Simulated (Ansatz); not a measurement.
# A computed series for Mo: response to strain

The parent structure is Mo in the bcc (W type) structure (space group Im-3m, No. 229; a = 3.130 Å; relaxed with 0.1 eV smearing). Axes: x, y, z lie along the cube axes.

Strains are applied to the cell and any free atomic positions relax.

Method: DFT with PBEsol, PAW potentials and a 420 eV plane-wave cutoff in Ansatz (a program for electronic structure), no SOC.

Notes on the quantities. energy relative to the base: free energy F.

| uniaxial strain ε_zz (%) | energy relative to the base (meV/atom) |
|---|---|
| -3 | 22.6 |
| -2.5 | 15.5 |
| -2 | 9.8 |
| -1.5 | 5.5 |
| -1 | ? |
| -0.5 | 0.6 |
| 0 | 0.0 |

Fit ΔE = Aε² + Bε³ (ε in %) to the rows shown and predict the withheld row.

Least squares on the printed values gives A = 2.35 and B = -0.055 meV/atom (largest residual 0.0 meV/atom); this predicts 2.4 meV/atom, and the run gives 2.4 meV/atom, in agreement.

Whether these cells are dynamically stable was not tested. All final runs are without spin polarisation.
